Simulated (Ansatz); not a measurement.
# GaP, response to strain

Consider GaP in the zinc blende structure (space group F-43m, No. 216; a = 5.3914 Å). Axes: x, y, z lie along the cube axes.

Strains are applied to the cell and any free atomic positions relax; under biaxial strain the out-of-plane vector relaxes too.

Calculations: LDA (Ansatz, a program for electronic structure; PAW; 420 eV plane waves; spin-orbit coupling left out).

Notes on the quantities. pressure: mean of the normal stresses, compression positive.

```csv
variant,volume per atom,band gap,pressure
base,19.59 Å³,1.38 eV,-0.01 GPa
"biaxial strain −2.08 %, plane normal [111], relaxed out of plane",18.97 Å³,1.17 eV,3.10 GPa
"biaxial strain −1.25 %, plane normal [111], relaxed out of plane",19.21 Å³,1.27 eV,1.81 GPa
"biaxial strain −0.83 %, plane normal [111], relaxed out of plane",19.34 Å³,1.32 eV,1.18 GPa
"biaxial strain −0.42 %, plane normal [111], relaxed out of plane",19.46 Å³,1.35 eV,0.59 GPa
"biaxial strain +0.42 %, plane normal [111], relaxed out of plane",19.72 Å³,1.36 eV,-0.58 GPa
"biaxial strain +0.83 %, plane normal [111], relaxed out of plane",19.84 Å³,1.34 eV,-1.12 GPa
"biaxial strain +1.67 %, plane normal [111], relaxed out of plane",20.10 Å³,1.17 eV,-2.17 GPa
"biaxial strain +2.08 %, plane normal [111], relaxed out of plane",[?],[?],[?]
"biaxial strain +2.50 %, plane normal [111], relaxed out of plane",20.35 Å³,0.98 eV,-3.14 GPa
```

### Question
Complete the table.

### Answer

- biaxial strain +2.08 %, plane normal [111], relaxed out of plane, volume per atom: 20.22 Å³
- biaxial strain +2.08 %, plane normal [111], relaxed out of plane, band gap: 1.07 eV
- biaxial strain +2.08 %, plane normal [111], relaxed out of plane, pressure: -2.66 GPa

No phonon test of stability was made.
